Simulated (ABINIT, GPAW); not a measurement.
An ABINIT input for a self-consistent single point of As (R-3m, 2 atoms in the cell) (DFT, PBEsol, plane waves, norm-conserving pseudopotentials (PseudoDojo nc-sr-04 PBEsol standard)):

```
# As, PseudoDojo nc-sr-04 PBEsol standard
pp_dirpath "./"
pseudos "As.upf"
acell 4.1327324821 4.1327324821 4.1327324821 Angstrom
rprim
         0.8905400545   -0.4549048376   -0.0000000001
         0.8905400545    0.4549048376   -0.0000000001
         0.6581659911    0.0000000000    0.7528728500
natom 2
ntypat 1
znucl 33
typat 1 1
xred
         0.2270000000    0.2270000000    0.2270000000
         0.7730000000    0.7730000000    0.7730000000
ecut 42
occopt 3
tsmear 0.05 eV
nband 21
kptopt 1
ngkpt 7 7 7
nshiftk 1
shiftk 0 0 0
nstep 80
tolvrs 1.0e-10
prtwf 0
prtden 0
enunit 2
```

**Question.** Translate this input to GPAW.

**Answer.** One input that does it (others would too):

```python
from ase import Atoms
from ase.units import GPa
from gpaw import GPAW, PW, FermiDirac

atoms = Atoms(['As', 'As'],
              cell=[[3.680364, -1.880000, 0.000000],
                    [3.680364, 1.880000, 0.000000],
                    [2.720024, 0.000000, 3.111422]],
              positions=[[2.288331, 0.000000, 0.706293],
                         [7.792421, 0.000000, 2.405129]],
              pbc=True)

calc = GPAW(mode=PW(550),
            xc='PBEsol',
            kpts=(7, 7, 7),
            occupations=FermiDirac(0.05),
            nbands=-8,
            convergence={'forces': 0.001},
            symmetry={'symmorphic': False, 'tolerance': 0.0005},
            maxiter=120,
            txt='-')

atoms.calc = calc

energy = atoms.get_potential_energy()
print('Energy (eV):', round(energy, 6))
forces = atoms.get_forces()
print('Forces (eV/Ang):')
print(forces.round(5))
stress = atoms.get_stress()
print('Stress (GPa, Voigt):', (stress / GPa).round(4))
```

Basis, cutoffs, solver keys and any potentials are the target program's own. This input uses DFT PBEsol, plane waves, GPAW PAW datasets PBEsol (made by gpaw-setup).

The starting cell has typed, rounded lattice constants, without a prior relaxation at this level.
